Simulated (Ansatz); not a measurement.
System: MgAlNO (model structure, started from the AlSiCN type, P3m1, No. 156, 4 atoms in the cell). Method: G0W0@PBEsol in Ansatz (hard PAW, contour deformation).

The cell is the one relaxed with PBEsol. Conventional cell: a = 3.1791 Å, b = 3.1791 Å, c = 5.0825 Å, α = 90.00°, β = 90.00°, γ = 120.00°.

The quasiparticle gap at Γ at a fixed k mesh 6×6×2:

```tsv
response cutoff	value (eV)
100 eV, 186 empty bands	4.995
150 eV, 341 empty bands	5.157
200 eV, 525 empty bands	5.229
250 eV, 734 empty bands	5.261
```

### Question
Taking the value to converge with the response cutoff E as E^(−3/2), extrapolate from the last two rows.

### Answer
With y = y∞ + c/w and weights w = 2828 and 3953 for the last two rows, y∞ = (w2 y2 − w1 y1)/(w2 − w1) = (3953 × 5.261 − 2828 × 5.229)/1125 = 5.341 eV, which lies 0.080 beyond the last row. Successive pairs of rows give 5.351, 5.362, 5.341. The limit also hangs on the law assumed, so its last digits aren't firm.

The other settings are not extrapolated, so this is the limit in one setting alone.

A model structure was made by putting elements into a prototype or built by hand; it is no filed structure, need not be a known phase, and can be a saddle point held by its symmetry.

Ansatz is an electronic-structure program.
